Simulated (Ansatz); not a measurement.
Start from Hf in the hcp (Mg type) structure (space group P6_3/mmc, No. 194; a = 3.1983 Å, c = 5.0488 Å; relaxed with 0.1 eV smearing). Axes: x lies along a and z along c of the hexagonal cell.

The values are results of r2SCAN (Ansatz, a first-principles code, PAW, scalar-relativistic without spin-orbit coupling), not measurements.

Base values:

- Shortest interatomic distance: 3.128 Å

It is then changed as follows: tensor shear ε_xz = +1.14 % (engineering shear γ = 0.0228), atoms relaxed at fixed cell.

**Question.** What happens to the shortest interatomic distance?

**Answer.** The shortest interatomic distance drops by 0.0294 Å (3.128 Å → 3.098 Å).

**Question.** Predict the new stress.

**Answer.** The stress (xx, yy, zz, yz, xz, xy; compression positive) is (0.0, 0.0, 0.0, 0.0, -1.3, 0.0) GPa.

**Question.** Predict the new energy relative to the base.

**Answer.** The energy goes up by 2.1 meV/atom.

The cells carry an imposed strain or load. Whether these cells are dynamically stable was not tested. All final runs are without spin polarisation.
